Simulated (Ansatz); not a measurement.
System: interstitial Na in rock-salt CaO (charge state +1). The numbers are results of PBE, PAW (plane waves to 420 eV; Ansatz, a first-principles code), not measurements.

Settings: 64 host sites, the relaxed PBE lattice, the Γ point alone, smearing 0.01 eV, spin-restricted, no image-charge correction. Energies are static. The charge state is imposed; whether it is stable for some Fermi level was not computed. Sites that were not tried may lie lower.

Barriers: single points on a 2×2×2 k-point mesh shifted by half a step at the bands' geometries (they differ from the bands' own by up to 0.08 eV, and are uncertain by about as much).

Relaxed starting cell (atoms counted from 1):

```
CELL_PARAMETERS angstrom
      9.66247     0.00000     0.00000
      0.00000     9.66247     0.00000
      0.00000     0.00000     9.66247
ATOMIC_POSITIONS crystal
  Ca 0.98033 0.98097 0.98137
  Ca 0.99920 0.99982 0.50008
  Ca 0.99920 0.49977 0.00005
  Ca 0.99913 0.50407 0.50431
  Ca 0.49918 0.99974 0.00001
  Ca 0.50352 0.99970 0.50432
  Ca 0.50353 0.50407 0.99989
  Ca 0.50005 0.50060 0.50077
  O  0.25211 0.99804 0.99835
  O  0.25160 0.99859 0.50310
  O  0.25163 0.50275 0.99881
  O  0.24959 0.50056 0.50076
  O  0.74741 0.99854 0.99883
  O  0.74973 0.00059 0.50071
  O  0.74971 0.50043 0.00084
  O  0.74976 0.50046 0.50070
  Ca 0.98031 0.26957 0.26994
  Ca 0.99925 0.25097 0.75114
  Ca 0.99920 0.75080 0.25127
  Ca 0.99915 0.74670 0.74696
  Ca 0.49907 0.25092 0.25116
  Ca 0.50359 0.25105 0.74681
  Ca 0.50351 0.74661 0.25129
  Ca 0.50006 0.75015 0.75038
  O  0.25194 0.25264 0.25296
  O  0.25167 0.25220 0.74822
  O  0.25159 0.74802 0.25246
  O  0.24965 0.75026 0.75052
  O  0.74727 0.25209 0.25240
  O  0.74977 0.25015 0.75049
  O  0.74971 0.75021 0.25041
  O  0.74980 0.75031 0.75056
  Ca 0.26910 0.98088 0.27021
  Ca 0.25039 0.99978 0.75122
  Ca 0.25037 0.49983 0.25117
  Ca 0.25050 0.50416 0.74683
  Ca 0.75022 0.99974 0.25119
  Ca 0.74614 0.99967 0.74692
  Ca 0.74608 0.50398 0.25125
  Ca 0.74962 0.50059 0.75035
  O  0.99768 0.99817 0.25265
  O  0.99808 0.99863 0.74829
  O  0.99801 0.50260 0.25246
  O  0.00008 0.50052 0.75054
  O  0.50208 0.99853 0.25240
  O  0.50004 0.00061 0.75046
  O  0.49994 0.50048 0.25040
  O  0.49993 0.50044 0.75055
  Ca 0.26919 0.26990 0.98103
  Ca 0.25041 0.25099 0.50008
  Ca 0.25039 0.75091 0.00002
  Ca 0.25050 0.74668 0.50438
  Ca 0.75025 0.25090 0.99999
  Ca 0.74612 0.25105 0.50425
  Ca 0.74609 0.74662 0.99993
  Ca 0.74959 0.75014 0.50085
  O  0.99768 0.25247 0.99848
  O  0.99805 0.25220 0.50295
  O  0.99806 0.74795 0.99892
  O  0.00006 0.75030 0.50078
  O  0.50210 0.25214 0.99879
  O  0.49998 0.25015 0.50074
  O  0.49999 0.75018 0.00088
  O  0.49990 0.75031 0.50071
  Na 0.12513 0.12535 0.12553
```
Cell charge +1.

End state 1 differs by these moves (Å; atoms that move under 0.08 Å are left out):

```json
[
 {"atom": "1", "element": "Ca", "Δx": "0.00", "Δy": "0.00", "Δz": "0.38"},
 {"atom": "17", "element": "Ca", "Δx": "0.18", "Δy": "-0.18", "Δz": "-0.19"},
 {"atom": "18", "element": "Ca", "Δx": "-0.18", "Δy": "0.18", "Δz": "-0.19"},
 {"atom": "33", "element": "Ca", "Δx": "-0.18", "Δy": "0.18", "Δz": "-0.19"},
 {"atom": "34", "element": "Ca", "Δx": "0.18", "Δy": "-0.18", "Δz": "-0.19"},
 {"atom": "49", "element": "Ca", "Δx": "0.00", "Δy": "0.00", "Δz": "0.38"},
 {"atom": "65", "element": "Na", "Δx": "-0.01", "Δy": "0.00", "Δz": "-2.41"}
]
```

### Question
Predict the forward and backward barriers to end state 1 from PBE, PAW.

### Answer
forward 1.02 eV, backward 1.02 eV; at the saddle point atom 65 has neighbours 2 Ca at 2.28; 2 O at 2.01 Å. The saddle point's order was not checked, and it lies on a symmetry element of the cell, where a band can be held.
